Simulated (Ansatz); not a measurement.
**ZrB2: response to strain**

Base system: ZrB$_{2}$ (space group P6/mmm, No. 191; relaxed with 0.1 eV smearing).

```
ZrB2
1.0
    3.15522     0.00000     0.00000
   -1.57761     2.73250     0.00000
    0.00000     0.00000     3.50621
Zr B
1 2
Direct
  0.00000   0.00000   0.00000
  0.66667   0.33333   0.50000
  0.33333   0.66667   0.50000
```

Cartesian axes are those of the cell as printed.

Strains are applied to the cell and any free atomic positions relax.

Computed with PBEsol (Ansatz, a program for electronic structure, PAW, no SOC).

Candidates:
(a) uniaxial strain ε_zz = −2.50 %
(b) uniaxial strain ε_zz = +2.00 %
(c) uniaxial strain ε_zz = +0.50 %

Notes on the quantities. energy relative to the base: free energy F.

### Question
Order them by energy relative to the base, lowest first.

### Answer
(c) uniaxial strain ε_zz = +0.50 % (+0.4 meV/atom), (b) uniaxial strain ε_zz = +2.00 % (+5.5 meV/atom), (a) uniaxial strain ε_zz = −2.50 % (+9.3 meV/atom)

Stability against distortions was not tested. The final runs are not spin-polarised.
